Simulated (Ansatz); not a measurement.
The reference is Os in the hcp (Mg type) structure (space group P6_3/mmc, No. 194; a = 2.729 Å, c = 4.306 Å).

Level of theory: PBEsol in Ansatz (plane waves to 420 eV, PAW, no spin-orbit coupling).

One change was made to it. Results:

The shortest interatomic distance rises by 0.0835 Å, from 2.668 Å to 2.752 Å; the density drops by 3.72 g/cm³, from 22.74 g/cm³ to 19.02 g/cm³; the c/a ratio goes up by 0.201, from 1.578 to 1.779.

What was done to the base?
A. Os → W
B. Os → Ru
C. Os → Pt

A, Os → W. For comparison, the shortest interatomic distance in the other runs: Os → Ru gives 2.631 Å; Os → Pt gives 2.729 Å.

Stability against distortions was not tested. For W and Pt in this form, whether it has been made was not checked. The final runs are not spin-polarised. Pt lies near a magnetic instability that expansion can trigger; it was not tested. Pt has a high density of states at the Fermi level and may be magnetic at this level. This is not the structure that W has at room temperature and ambient pressure. This is not the structure that Pt has at room temperature and ambient pressure.

Ansatz is a quantum-chemistry and plane-wave program.
